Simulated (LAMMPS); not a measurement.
MD of Ge (diamond structure) at zero pressure, 216 atoms, as a crystal; each row is its own run.

Model: MD with a machine-learned potential, pair style snap, file Ge_Zuo_JPCA2020.quadratic.snap, run in LAMMPS.

| T (K) | enthalpy (eV/atom) |
|---|---|
| 200 | -4.4404 |
| 540 | -4.3427 |
| 730 | -4.2788 |

Problem. Fit a straight line, y = a + b x, to these rows (x is the first column, y the second) and predict the run at x = 300.

Solution. Least squares gives a = -4.5024 and b = 0.0003028. At x = 300 the fit predicts -4.4115 eV/atom. The run itself gave -4.4134 ± 0.0004 eV/atom, so the fit is 1.9 meV/atom high.

Caution: with SNAP Ge_Zuo_JPCA2020.quadratic.snap the 0 K volume of this crystal is 7 % off the measured one.

Caution (row 730): a run this short can hold a crystal over, or a liquid under, the potential's own melting point, which these runs don't give.
